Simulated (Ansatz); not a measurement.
A self-consistent single point of YMgNi4 (R3m, 6 atoms in the cell) with Ansatz (a first-principles code).

Level of theory: PBEsol, default PAW files made with PBE (plane waves; Ansatz).

```
YMgNi4
1.0
    0.00000     3.48165     3.48165
    3.48165     0.00000     3.48165
    3.48165     3.48165     0.00000
Y Mg Ni
1 1 4
Cartesian
  0.02887   0.02887   0.02887
  1.74083   1.74083   1.74083
  4.34127   4.34127   4.34127
  4.34127   2.62203   2.62203
  2.62203   2.62203   4.34127
  2.62203   4.34127   2.62203
```
Moments meant for the start (each program seeds them in its own way; μB, in the order of the atoms Y Mg Ni Ni Ni Ni): 0.0 0.0 2.0 2.0 2.0 2.0.

Reference input (self-consistent single point, DFT, PBEsol, plane waves, default PAW files made with PBE): basis.ecutwfc = 420 eV; kpoints.mp_grid.grid = 4 4 4; hamiltonian.xc = pbesol; hamiltonian.pseudopotentials = {kind: paw} (the program's default PAW files); magnetization.spin_polarized = true; scf.occupations.method = fermi_dirac; scf.occupations.width = 0.1 eV. This run's input differs from it in these lines:

Ansatz 0.2 input:
```diff
@@ -14,3 +14,3 @@
 basis:
-  ecutwfc: 420.0 eV
+  ecutwfc: 565.0 eV
 kpoints:
```

Output (repeated stretches shortened):

```
SCF iter   1: F=—  HF=-28931.901402 eV  |F-HF|=—  |Δ(HF+E_count)|=         —  Δρ=2.16e-1 (↑2.16e-1 ↓5.74e-2)  dr2=1.79e1  dr2_m=1.34e1  M=2.320 μB ∫|m|=2.799 μB  β_m=0.30  ethr=3.10e-3  ⟨swp⟩=5.2  Hψ=5959  notcnv=0  defer=7
Mixer restart at iter 1: flushing history
all-band conjugate gradients solve this SCF's bands
preconditioner: auto → Kerker (q_TF=auto, 2.773 Å⁻¹)
   [... lines left out ...]
SCF iter  16: F=—  HF=-28929.497861 eV  |F-HF|=—  |Δ(HF+E_count)|=   3.14e-9  Δρ=1.14e-6 (↑1.14e-6 ↓7.88e-7)  dr2=1.82e-9  dr2_m=1.11e-10  M=-0.000 μB ∫|m|=0.000 μB  β_m=0.90  ethr=2.77e-11  ⟨swp⟩=2.2  Hψ=2254  notcnv=0  defer=118
SCF iter  17: F=-28929.497861 eV  HF=-28929.497861 eV  |F-HF|=1.34e-9  |Δ(HF+E_count)|=  2.47e-10  Δρ=7.36e-7 (↑6.34e-7 ↓7.36e-7)  dr2=1.45e-9  dr2_m=3.16e-12  M=-0.000 μB ∫|m|=0.000 μB  ethr=1.95e-12  ⟨swp⟩=7.7  Hψ=6751  notcnv=0
SCF 1 converged in 17 iterations: F = -28929.497861 eV  dr2 = 1.45e-9
WARN: the starting moments were not kept: the SCF closed with an absolute magnetisation of 5.9e-6 μB, where they sum to 8 μB in size (4 sites) …
Magnetization: -0.0000 μB (46.5000 up, 46.5000 down)
   [... lines left out ...]
Absolute magnetization: 0.0000 μB (∫|ρ↑−ρ↓|, with the PAW one-centre terms)
Free energy (F): -28929.497861 eV
Fermi energy:    14.434328 eV
   [... lines left out ...]
  atom   6  Ni    -0.01061441     0.11945545    -0.01061441
--- Stress (GPa, compression-positive) ---
       -3.185471       0.234659       0.234659
        0.234659      -3.185471       0.234659
        0.234659       0.234659      -3.185471
  P = ⅓ Tr σ = -3.1855 GPa (-31.855 kbar)
  The stress holds the Pulay correction. Without it, at fixed plane waves, as pw.x and ABINIT print it: P = -3.1925 GPa
```

The run converged in 17 iterations. Against the reference run the free energy falls by 1.0 meV/atom, the pressure moves little (-3.18 to -3.19 GPa) and the largest force stays at 0.441 eV/Å.

The starting cell comes from a database of computed structures (which also holds hypothetical and non-ambient phases and stackings), without a prior relaxation at this level. Its lattice was rescaled by up to half a per cent. One atom was moved a little off its site on purpose. The starting moments vanished: the run ended non-magnetic, which need not be the lowest state. The program warned that a starting moment was not kept. Ansatz's pressure includes its estimate of the finite-basis (Pulay) stress.

Cost on one core of a shared machine: roughly 40 s.
